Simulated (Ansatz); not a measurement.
Response to strain in SnSe2

Base system: SnSe₂ in the CdI2 type structure (space group P-3m1, No. 164; a = 3.840 Å, c = 6.007 Å; layered, stacked along the Cartesian z axis).

Strains are applied to the cell and any free atomic positions relax.

All numbers come from PBE-D3(BJ)/PAW in Ansatz (a quantum-chemistry and plane-wave program), no spin-orbit coupling.

Candidates:
(a) isotropic strain +0.50 %
(b) isotropic strain −1.50 %
(c) isotropic strain −2.50 %

Before the change:

| Property | Value |
|---|---|
| Band gap | 0.36 eV |

Question: Order them by band gap, highest first.

Answer: (a) isotropic strain +0.50 % (0.39 eV), (b) isotropic strain −1.50 % (0.26 eV), (c) isotropic strain −2.50 % (0.19 eV)

No phonon test of stability was made. A zero or small gap of SnSe2 under isotropic strain −1.50 % and SnSe2 under isotropic strain −2.50 % can be the functional's error rather than a property of the material.
